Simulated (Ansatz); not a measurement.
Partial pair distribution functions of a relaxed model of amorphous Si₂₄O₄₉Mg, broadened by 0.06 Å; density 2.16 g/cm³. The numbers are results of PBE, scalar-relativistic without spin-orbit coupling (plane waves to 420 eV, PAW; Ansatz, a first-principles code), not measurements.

The cell was made by melting and quenching with the CHGNet potential and then relaxed with DFT. O atoms were pushed apart under 1.9 Å during the dynamics, to hinder bonds among them. The hot cell started wider than the set density and was brought back towards it in steps. It is the lowest in DFT energy of 2 quenches. It is a model cell: composition and starting density were chosen by hand, and all elements were melted together. No dispersion term was used. Its density started from a set value of 2.22 and ended at 2.16 g/cm³. The simulated quench (nominally 400 K/ps over its main leg) is rapid and tends to freeze in more defects than a deposited or slowly cooled glass has. Values belong to this one cell and scatter from quench to quench. Volume and shape were free in the relaxation.

```
r (Å)  g Si-O  g O-Mg  g Si-Si  g O-O
-----  ------  ------  -------  -----
1.35     0.00    0.00     0.00   0.00
1.45     0.36    0.00     0.00   0.00
1.55     7.88    0.00     0.00   0.00
1.65    15.89    0.00     0.00   0.00
1.75     3.30    0.22     0.00   0.00
1.85     0.25    5.42     0.00   0.00
1.95     0.01    8.56     0.00   0.00
2.05     0.00    0.87     0.00   0.00
2.15     0.00    0.01     0.00   0.00
2.25     0.00    0.00     0.00   0.01
2.35     0.00    0.14     0.09   0.10
2.45     0.00    1.62     0.35   0.51
2.55     0.01    1.17     0.09   3.04
2.65     0.07    0.05     0.05   6.35
2.75     0.04    0.00     0.55   4.23
2.85     0.09    0.00     1.76   1.40
2.95     0.20    0.00     3.49   0.37
3.05     0.32    0.00     3.80   0.37
3.15     0.47    0.05     3.85   0.31
3.25     0.58    1.71     1.90   0.31
3.35     0.74    4.31     0.17   0.52
3.45     0.90    2.40     0.01   0.82
3.55     1.08    1.16     0.14   0.74
3.65     1.38    0.07     0.09   0.63
3.75     1.54    0.00     0.00   0.48
3.85     1.33    0.05     0.04   0.38
3.95     1.50    0.68     0.14   0.56
4.05     1.89    1.88     0.21   0.86
4.15     2.13    3.55     0.77   0.88
4.25     1.89    2.07     0.96   0.77
4.35     1.27    0.68     0.82   0.77
4.45     0.71    1.21     1.05   0.98
4.55     0.51    0.36     1.13   1.13
4.65     0.66    0.33     1.24   1.32
4.75     0.78    0.83     1.35   1.28
4.85     0.74    1.00     1.41   1.24
4.95     0.65    0.90     1.12   1.41
5.05     0.62    0.12     0.91   1.52
```

Within 1.94 Å each Si has 4.00 O neighbours on average.
